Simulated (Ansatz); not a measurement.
The reference is WSe2 (space group P6_3/mmc, No. 194; a = 3.2305 Å, c = 12.4111 Å; layered, stacked along the Cartesian z axis). Axes: x lies along a and z along c of the hexagonal cell.

Calculations: Ansatz (an electronic-structure program) PBEsol-D3(BJ), no SOC.

It is then changed as follows: tensor shear ε_xz = +1.67 % (engineering shear γ = 0.0334); the atoms relax in the strained cell.

### Question
Predict the stress tensor and what it implies for the stiffness.

### Answer
Stress of the strained cell less that of the base (GPa, compression positive):
```
   0.05    0.00   -1.20
   0.00    0.13    0.00
  -1.20    0.00    0.27
```

Then −Δσ/γ with γ = 2ε = 0.0334 gives secant stiffness values (nonlinear terms included at this strain): C55 ≈ 36 GPa.

No phonon test of stability was made.
